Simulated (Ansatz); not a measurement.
**A constructed model of the (100) surface of rock-salt TaC, a layer of Pt, one atom over each Ta (bottom of the slab: a bare face, its two planes held)**

Level of theory: PBE (plane waves to 420 eV, PAW; Ansatz, an electronic-structure program).

Set-up: 13 atoms, 14.4 Å thick at the start; mesh 12x12x1; 0.1 eV smearing; dipole correction on; 4 atoms held, the rest relaxed; start symmetry kept, larger cells not searched; no spin, no spin-orbit, no U. In PBE it lies 0.69 eV a 1x1 cell over the lowest computed structure of the same composition (a layer of Pt, one atom over each C).

```
Quantity                                               Result
-----------------------------  ------------------------------
work function of the top face                         4.80 eV
energy released by relaxation                         0.88 eV
cost                           around 11 core-minutes (rough)
```
